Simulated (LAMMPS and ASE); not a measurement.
Interatomic potentials scored against PBE on 6 thermal frames of Al13Cu3 melt or glass, 64 atoms, from CHGNet MD at 740 K and 0 GPa (started from the melt; by its diffusion the run was liquid).

Reference: DFT, PBE, plane waves, Ansatz's default PAW set, run with Ansatz at one k-point, whose own sampling error enters the misses (most for metals); rms force 0.60 eV/Å, static pressure 0.1 GPa, which carries the basis error of a finite cutoff. Potentials ran in LAMMPS and ASE. The frames were drawn by MD with CHGNet 0.3.0, so they lie where that potential goes, which can favour it. The MPtrj networks were trained on PBE and PBE+U, and their training set holds relaxations of crystals, many of these compositions among them. Potentials trained on another functional, or fitted to measurement, also carry the gap between that and the reference.

- bond-order AlCu.bop.table: classical MD, LAMMPS pair style bop, file AlCu.bop.table
- EMT: effective-medium theory as shipped with ASE
- MEAM AlSiMgCuFe.meam: classical MD, LAMMPS pair style meam, file AlSiMgCuFe.meam
- CHGNet r2SCAN: CHGNet transfer-learned on r2SCAN data
- SevenNet-0: SevenNet-0, trained on MPtrj
- EAM-type AlCu.eam.alloy: classical MD, LAMMPS pair style eam/alloy, file AlCu.eam.alloy
- CHGNet 0.3.0: CHGNet 0.3.0, trained on MPtrj (PBE and PBE+U)
- SevenNet-l3i5: SevenNet-l3i5, trained on MPtrj
- EAM-type AlCu.adp: classical MD, LAMMPS pair style adp, file AlCu.adp

```csv
potential,force RMSE (eV/Å),RMSE over rms force,force correlation,relative energy RMSE (meV/atom),static pressure miss (GPa)
bond-order AlCu.bop.table,0.35,0.58,0.83,7.6,-6.1
EMT,0.28,0.47,0.89,2.6,+1.3
MEAM AlSiMgCuFe.meam,0.51,0.85,0.79,12,…
CHGNet r2SCAN,0.34,0.56,…,5.8,-4.2
SevenNet-0,0.12,0.21,0.98,4.6,…
EAM-type AlCu.eam.alloy,0.27,0.44,0.90,3.3,+1.1
CHGNet 0.3.0,0.15,0.24,…,2.8,-0.8
SevenNet-l3i5,0.12,0.19,0.98,3.3,+0.0
EAM-type AlCu.adp,0.54,0.89,0.78,11,-6.5
```

### Question
What belongs in the gaps?

### Answer

- MEAM AlSiMgCuFe.meam, static pressure miss (GPa): -1.4
- CHGNet r2SCAN, force correlation: 0.92
- SevenNet-0, static pressure miss (GPa): -0.0
- CHGNet 0.3.0, force correlation: 0.97
